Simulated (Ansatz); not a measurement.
SiO2, response to strain

Base system: SiO2 (space group Imma, No. 74; a = 5.264 Å, b = 9.578 Å, c = 8.918 Å; a cell from a computed database, its experimental status unchecked). Axes: x, y, z lie along a, b, c of the conventional cell.

Strains are applied to the cell and any free atomic positions relax; under stress the whole cell relaxes.

Computed with PBEsol (Ansatz, an electronic-structure program; PAW; 420 eV plane waves; no spin-orbit coupling).

Notes on the quantities. energy relative to the base: free energy F.

```json
[
 {"change": "base", "energy relative to the base": "0 meV/atom", "volume per atom": "18.73 Å³", "band gap": "5.50 eV"},
 {"change": "isotropic strain +0.72 %", "energy relative to the base": "+2.7 meV/atom", "volume per atom": "19.14 Å³", "band gap": "5.46 eV"},
 {"change": "uniaxial strain ε_yy = +0.66 %", "energy relative to the base": "+0.1 meV/atom", "volume per atom": "18.86 Å³", "band gap": "5.49 eV"},
 {"change": "uniaxial stress, 3 GPa compression along x", "energy relative to the base": "+3.9 meV/atom", "volume per atom": "18.59 Å³", "band gap": "5.46 eV"}
]
```

Stability under load was not tested beyond the relaxation.
